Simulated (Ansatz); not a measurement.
The parent structure is InSb in the zinc blende structure (space group F-43m, No. 216; a = 6.450 Å). Axes: x, y, z lie along the cube axes.

Method: Kohn–Sham DFT with the LDA functional, run in Ansatz (a first-principles code) with PAW and 420 eV plane waves, without spin-orbit coupling.

For the base:

```
Property           Result
---------------  --------
Volume per atom  33.54 Å³
```

One thing is altered: tensile biaxial strain of 1.67 % in the plane normal to [111], as in epitaxy on a mismatched substrate; the out-of-plane cell vector and the atoms relax.

Task: Estimate the effect on the volume per atom and energy relative to the base.

Result: The volume per atom grows by 0.77 Å³ (33.54 Å³ → 34.31 Å³); the energy increases by 5.4 meV/atom.

Stability against distortions was not tested. The final runs are not spin-polarised.
